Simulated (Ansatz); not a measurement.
Results of HSE06 in Ansatz (plane waves, PAW) for TiAs (P6₃/mmc, No. 194).

Numerical settings: plane-wave cutoff 460 eV, 9×9×2 k mesh (along the axes of the cell as run), Fermi–Dirac smearing 0.05 eV, no spin polarisation, scalar-relativistic PAW data made under PBE.

Computed at the level's own relaxed cell.

Q: Give the computed lattice parameter a and c axis length.

A: 
lattice parameter a: 3.612 Å
c axis length: 11.978 Å

Note: the run has no spin polarisation, so it can have missed a magnetic state.

Static lattice: no zero-point or thermal effects.

Ansatz is a quantum-chemistry and plane-wave program.
